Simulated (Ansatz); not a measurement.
A working Ansatz (an electronic-structure program) input for NbMoS₄ (Pm, 6 atoms in the cell) (DFT, LDA (PW92), plane waves, default PAW files made with PBE):

Ansatz 0.2 input:
```yaml
crystal:
  lattice:
    - [5.749835, 0.000000, 0.000000]
    - [0.000000, 3.313016, 0.000000]
    - [-1.940051, 0.000000, 6.299193]
  atoms:
    - { symbol: Nb, position: [0.494640, 0.500000, 0.999070] }
    - { symbol: Mo, position: [0.003580, 0.000000, 0.999250] }
    - { symbol: S, position: [0.411830, 0.000000, 0.249000] }
    - { symbol: S, position: [0.921280, 0.500000, 0.242560] }
    - { symbol: S, position: [0.757320, 0.500000, 0.756220] }
    - { symbol: S, position: [0.243350, 0.000000, 0.749890] }
kpoints:
  mp_grid:
    grid: [4, 6, 3]
hamiltonian:
  xc: lda
  pseudopotentials:
    kind: paw
scf:
  occupations:
    method: gaussian
    width: 0.0073 Ry
output:
  forces: true
  eigenvalues: true
  stress: true
```

The run converged in 7 iterations: free energy E − TS (on the zero of these files) -12769.5853 eV; Fermi level (on the code's own zero) 8.31 eV; pressure -9.11 GPa; largest force (vector length) 0.782 eV/Å. Each of these slips is then made, one at a time:

(1)
```diff
+    shift: [1, 1, 1]
```

(2)
```diff
-    width: 0.0073 Ry
+    width: 0.1 Ry
```

How does each altered input end?


(1) A mesh shift typed as a flag of 1. The program stopped before any SCF iteration.
```
Error: invalid value for `kpoints.mp_grid.shift`: each number counts steps of the mesh from Γ, half a step is 0.5 and a whole step moves no point: type 0.5 for a flag of 1, and leave whole steps out of any other number: each must be finite and in (-1, 1); got [1, 1, 1]
```

(2) A smearing width that is far too large. The run converged in 7 iterations without an error; against the sound input the free energy drops by 165 meV/atom, the pressure goes from -9.11 to -7.69 GPa and the largest force goes from 0.782 to 0.546 eV/Å.

The starting cell comes from a database of computed structures (which also holds hypothetical and non-ambient phases and stackings), without a prior relaxation at this level. Its lattice was rescaled by a random factor within 2.5 % of one. Spin polarisation is off; with an odd number of electrons in the cell that forces a metal, and a magnetic state may lie lower. In the base run, with a pressure of about -9 GPa the cell is away from its equilibrium volume at this level. Ansatz's pressure includes its estimate of the finite-basis (Pulay) stress.

Left out of this page: 2 runs of the series outside the window shown, repeating another row's setting, or not comparable; 2 runs of the series stopped by limits of time or memory.
